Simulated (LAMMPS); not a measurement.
Consider a melt made from TiO2 (rutile), 576 atoms, at 2730 K and 5 GPa, brought to that temperature within a few picoseconds in molecular dynamics.

Level of theory: classical MD, Buckingham potential of Matsui and Akaogi, Mol. Simul. 6, 239 (1991), as tabulated by Reinhardt, J. Chem. Phys. 151, 064505 (2019), used with rigid ions (no shells), PPPM sums, short-range terms cut at 10 Å, modified for these runs by an r^-4 repulsive force inside the short-range force's maximum; code LAMMPS.

Task: Predict the state found, the enthalpy per atom, the shear viscosity (Green-Kubo).

Result: state found: liquid; enthalpy per atom: -11.864 ± 0.003 eV/atom; shear viscosity (Green-Kubo): 9 ± 1 mPa s.

Caution: a run this short can hold a crystal over, or a liquid under, the potential's own melting point, which these runs don't give.
